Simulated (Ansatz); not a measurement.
CaScO2F (model structure, started from the SrVO2H type, P4/mmm, No. 123, 5 atoms in the cell)

The numbers are results of r²SCAN in Ansatz (PAW), not measurements.

Numerical settings: plane-wave cutoff 560 eV, 8×8×8 k mesh, Fermi–Dirac smearing 0.01 eV, scalar-relativistic PAW data made under PBE.

Cell (relaxed with PBEsol):

```cif
data_CaFO2Sc
_chemical_formula_sum 'Ca1 Sc1 O2 F1'
_space_group_name_H-M_alt 'P 1'
_space_group_IT_number 1
_cell_length_a 4.06062
_cell_length_b 4.06062
_cell_length_c 3.95869
_cell_angle_alpha 90.000
_cell_angle_beta 90.000
_cell_angle_gamma 90.000
loop_
_space_group_symop_operation_xyz
  'x, y, z'
loop_
_atom_site_label
_atom_site_type_symbol
_atom_site_fract_x
_atom_site_fract_y
_atom_site_fract_z
_atom_site_occupancy
Ca1 Ca 0.50000 0.50000 0.50000 1
Sc1 Sc 0.00000 0.00000 0.00000 1
O1 O 0.50000 0.00000 0.00000 1
O2 O 0.00000 0.50000 0.00000 1
F1 F 0.00000 0.00000 0.50000 1
```

```yaml
band_gap: 3.47 eV (indirect)
smallest_direct_gap_on_the_k_points_sampled: 3.91 eV
```

Note: the relaxation could raise the start's symmetry but not lower it, so the cell can be a saddle point; cell and atoms aren't relaxed at this level (pressure 1.4 GPa).

Computed values are for the static lattice.

It cost around 21 core-seconds (rough) of CPU time.

A model structure was made by putting elements into a prototype or built by hand; it is no filed structure, need not be a known phase, and can be a saddle point held by its symmetry.

Ansatz is an electronic-structure program.
